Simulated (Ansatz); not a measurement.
Here is the system:

```yaml
crystal:
  lattice:
    - [0.00000, 3.11431, 3.11431]
    - [3.11431, 0.00000, 3.11431]
    - [3.11431, 3.11431, 0.00000]
  atoms:
    - { symbol: Mg, position: [0.25000, 0.25000, 0.25000] }
    - { symbol: Mg, position: [0.75000, 0.75000, 0.75000] }
    - { symbol: Ge, position: [0.00000, 0.00000, 0.00000] }
```

No spin polarisation.

Method: Ansatz (an electronic-structure program), PBE, PAW, cutoff 420 eV, spin-orbit coupling left out. Γ-centred 9×9×9 mesh, Fermi–Dirac width 0.05 eV.

Task: Predict the hole mass, electron mass, pressure and smallest direct gap.

Result: The hole mass (degenerate bands, along [100]) comes out as 0.10, 0.34, 0.34 mₑ (at Γ), the electron mass is 0.55 mₑ along k, 0.18 mₑ across (at X) and the pressure is 54.8 kbar. The smallest direct gap comes out as 1.47 eV.

The cells carry an imposed strain or load. Masses are band curvatures over ±0.01 Å⁻¹ around the edge. Along k means along the line from Γ to the band edge. Whether these cells are dynamically stable was not tested. The cell was made from Mg₂Ge in the anti-fluorite structure (space group Fm-3m, No. 225) by this change: isotropic strain −3.00 %. A zero or small gap of Mg2Ge can be the functional's error rather than a property of the material.
